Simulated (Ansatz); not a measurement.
**Worked example: self-consistent single point of the (001) slab of Lu2SeO2 (cut from a parent of space group no. 164; 5 atoms in the cell) in Ansatz (a program for electronic structure)**

Method of the run: PBEsol, default PAW files made with PBE (plane waves; Ansatz).

This input was run:

Ansatz 0.2 input:
```yaml
crystal:
  lattice:
    - [3.727228, 0.000000, 0.000000]
    - [-1.863614, 3.227874, 0.000000]
    - [0.000000, 0.000000, 18.998706]
  atoms:
    - { symbol: Lu, position: [0.333333, 0.666667, 0.602889] }
    - { symbol: Lu, position: [0.666667, 0.333333, 0.397117] }
    - { symbol: Se, position: [0.000000, 0.000000, 0.500003] }
    - { symbol: O, position: [0.333333, 0.666667, 0.368446] }
    - { symbol: O, position: [0.666667, 0.333333, 0.631554] }
basis:
  ecutwfc: 420.0
kpoints:
  mp_grid:
    grid: [7, 7, 1]
hamiltonian:
  xc: pbesol
  pseudopotentials:
    kind: paw
scf:
  occupations:
    method: fermi_dirac
    width: 0.02
output:
  forces: true
  eigenvalues: true
  stress: true
```

Output, abridged:

```
WARN the atoms were moved onto the symmetric positions of the space group found under crystal.symmetry.tolerance 1.0e-5 (fractional …
WARN ansatz: RAYON_NUM_THREADS=1 ignored (pool sized by the plan → 1); use --threads N
Pseudopotentials: kind: paw
Pseudopotential: Lu, paw, valence charge 25
Pseudopotential: Se, paw, valence charge 16
Pseudopotential: O, paw, valence charge 6
Crystal: 5 atoms, lattice volume = 228.574 Å³
Basis set: ecut = 420 eV, 4491 PW (Γ), exchange–correlation on 50×50×256 points (8 copies of the dense FFT grid, shifted against one another)
Bands: 47, of which v1, the nominal top of the filled ones, is band 39 counted from 1 (38 counted from 0)
Symmetry: 12 space group operations
Space group: P-3m1 (ITA 164), of the structure as read, at distance tolerance 6.1e-5 Å
k-points: 8 of 49
PAW frozen core: Lu, regenerated for the run's functional, and the local potential with it
PAW frozen core: Se, regenerated for the run's functional, and the local potential with it
PAW frozen core: O, regenerated for the run's functional, and the local potential with it
Initial density: superposition of atomic densities (neutral atoms: chi_scale 0, normalization atom), corrected by the library's trained network
Initial wavefunctions: pseudopotential atomic-orbital guess
Eigensolver: davidson
Functional: x = pbesol(κ = 0.804, μ = 0.12345679012345678), c = pbesol(β = 0.046)
SCF iter   1: F=—  HF=-35777.603791 eV  |F-HF|=—  |Δ(HF+E_count)|=         —  Δρ=6.75e-3  dr2=1.02e-1  ethr=1.77e-3  ⟨swp⟩=7.8  Hψ=1742  notcnv=0  defer=1
all-band conjugate gradients solve this SCF's bands
preconditioner: auto → Resta (q_TF=auto, 2.281 Å⁻¹)
SCF iter   2: F=—  HF=-35777.581903 eV  |F-HF|=—  |Δ(HF+E_count)|=   2.19e-2  Δρ=3.07e-3  dr2=1.86e-2  ethr=1.31e-4  ⟨swp⟩=3.6  Hψ=896  notcnv=0  defer=21
SCF iter   3: F=—  HF=-35777.578619 eV  |F-HF|=—  |Δ(HF+E_count)|=   3.28e-3  Δρ=8.83e-4  dr2=2.30e-3  ethr=2.38e-5  ⟨swp⟩=2.6  Hψ=608  notcnv=0  defer=21
SCF iter   4: F=—  HF=-35777.578798 eV  |F-HF|=—  |Δ(HF+E_count)|=   1.79e-4  Δρ=2.26e-4  dr2=1.38e-4  ethr=2.95e-6  ⟨swp⟩=2.4  Hψ=606  notcnv=0  defer=21
SCF iter   5: F=—  HF=-35777.578818 eV  |F-HF|=—  |Δ(HF+E_count)|=   2.07e-5  Δρ=1.75e-4  dr2=3.91e-5  ethr=1.77e-7  ⟨swp⟩=3.4  Hψ=990  notcnv=0  defer=21
SCF iter   6: F=—  HF=-35777.578965 eV  |F-HF|=—  |Δ(HF+E_count)|=   1.46e-4  Δρ=1.06e-4  dr2=1.25e-5  ethr=5.01e-8  ⟨swp⟩=2.2  Hψ=712  notcnv=0  defer=21
SCF iter   7: F=—  HF=-35777.578976 eV  |F-HF|=—  |Δ(HF+E_count)|=   1.14e-5  Δρ=3.48e-5  dr2=2.04e-6  ethr=1.61e-8  ⟨swp⟩=2.0  Hψ=673  notcnv=0  defer=21
SCF iter   8: F=—  HF=-35777.578976 eV  |F-HF|=—  |Δ(HF+E_count)|=   3.35e-7  Δρ=1.90e-5  dr2=2.79e-7  ethr=2.61e-9  ⟨swp⟩=2.0  Hψ=675  notcnv=0  defer=21
SCF iter   9: F=-35777.578977 eV  HF=-35777.578977 eV  |F-HF|=1.72e-9  |Δ(HF+E_count)|=   1.27e-7  Δρ=7.48e-6  dr2=4.02e-8  ethr=1.28e-10  ⟨swp⟩=14.6  Hψ=2416  notcnv=0
SCF 1 converged in 9 iterations: F = -35777.578977 eV  dr2 = 4.02e-8
SCF converged after 9 iterations
Free energy (F): -35777.578977 eV
Harris-Foulkes:  -35777.578977 eV  (|F-HF|=1.72e-9)
Internal energy: -35777.578977 eV  (E = F + TS)
E sigma→0 (E₀):  -35777.578977 eV
Fermi energy:    3.146654 eV
--- Per-component energies (eV) ---
  E_band       = -1101.184716
  E_kinetic    = 1301.945533
  E_local      = -78420.059177  (includes V_loc(G=0)·N_el)
  E_nonlocal   = 666.771678
  E_hartree    = 37650.517849
  E_xc         = -682.859448
  E_vxc        = -801.132490  (∫ρ·V_xc dr)
  E_paw        = -16680.841378  (= ΣΔE_a)
  E_vpaw       = 850.254781  (= ΣTr[D̂ρ^β])
  E_aug_tail   = 0.004202  (compensation charges beyond the density's cutoff)
  E_ewald      = 20383.478403
  E_core_change = 3.463362  (= ΣΔE_core)
  E_smearing   = -0.000000  (= −TS)
  E_closure    = 0.000000  (closes the sum)
  Σ components = -35777.578977   (vs F -35777.578977, Δ=0.00e0)
--- Forces (eV/Å), atoms counted from 1 ---
  atom   1  Lu     0.00000000    -0.00000000    -0.29667596
  atom   2  Lu     0.00000000     0.00000000     0.29667596
  atom   3  Se     0.00000000     0.00000000     0.00000000
  atom   4  O      0.00000000    -0.00000000    -0.15828794
  atom   5  O      0.00000000     0.00000000     0.15828794
  max |Σ_I F_I| component: 3.70e-17 eV/Å
--- Stress (GPa, compression-positive) ---
       -5.098717       0.000000      -0.000000
        0.000000      -5.098717      -0.000000
       -0.000000      -0.000000      -0.258773
  P = ⅓ Tr σ = -3.4854 GPa (-34.854 kbar)
  The stress holds the Pulay correction. Without it, at fixed plane waves, as pw.x and ABINIT print it: P = -3.6239 GPa
--- Band table (eV; the first three rows and the last of 8) ---
  k-point 0: bands = ["-53.3787", "-53.3784", "-44.4686", "-44.4662", "-44.4662", "-44.4408", "-44.4408", "-24.2729", "-24.2406", "-23.9567", "-23.9567", "-23.9563", "-23.9563", "-15.2905", "-15.2586", "-10.4749", "-2.4450", "-2.2868", "-2.2868", [...]
  k-point 1: bands = ["-53.3771", "-53.3768", "-44.4685", "-44.4663", "-44.4663", "-44.4408", "-44.4407", "-24.2629", "-24.2351", "-24.0282", "-24.0257", "-23.9692", "-23.9672", "-15.1762", "-15.1536", "-10.3913", "-2.5970", "-2.3116", "-2.2688", [...]
  k-point 2: bands = ["-53.3734", "-53.3732", "-44.4684", "-44.4664", "-44.4663", "-44.4408", "-44.4403", "-24.2425", "-24.2335", "-24.1780", "-24.1662", "-23.9961", "-23.9926", "-14.9395", "-14.9322", "-10.1532", "-2.6941", "-2.3905", "-2.2391", [...]
  k-point 7: bands = ["-53.3693", "-53.3692", "-44.4682", "-44.4664", "-44.4664", "-44.4405", "-44.4402", "-24.2796", "-24.2774", "-24.2053", "-24.1975", "-24.1046", "-24.0963", "-14.6943", "-14.6938", "-9.7861", "-2.6024", "-2.5356", "-2.1989", [...]
```

The run converged in 9 iterations.

The starting cell comes from a database of computed structures (which also holds hypothetical and non-ambient phases and stackings), without a prior relaxation at this level. The slab is cut from that crystal, and its faces are unrelaxed. Its lattice was rescaled by up to half a per cent. Spin-orbit coupling is off. Spin polarisation is off, though cut faces can carry moments; a gap of a slab can lie between surface states.
